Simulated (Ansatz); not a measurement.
The reference is Ta in the bcc (W type) structure (space group Im-3m, No. 229; a = 3.306 Å; relaxed with 0.1 eV smearing). Axes: x, y, z lie along the cube axes.

The values are results of r2SCAN (Ansatz, a first-principles code), spin-orbit coupling left out, not measurements.

For the base:

- Pressure = 0.0 GPa
- Shortest interatomic distance = 2.863 Å

It is then changed as follows: the cell is stretched by 2.69 % along y with no lateral relaxation, atoms relaxed at fixed cell.

Predict the new pressure, energy relative to the base and shortest interatomic distance.

The pressure (mean of the normal stresses, compression positive) goes from zero to -5.0 GPa; the energy increases by 11 meV/atom; the shortest interatomic distance grows by 0.026 Å, from 2.863 Å to 2.889 Å.

The cells carry an imposed strain or load. Whether these cells are dynamically stable was not tested. The final runs are not spin-polarised.
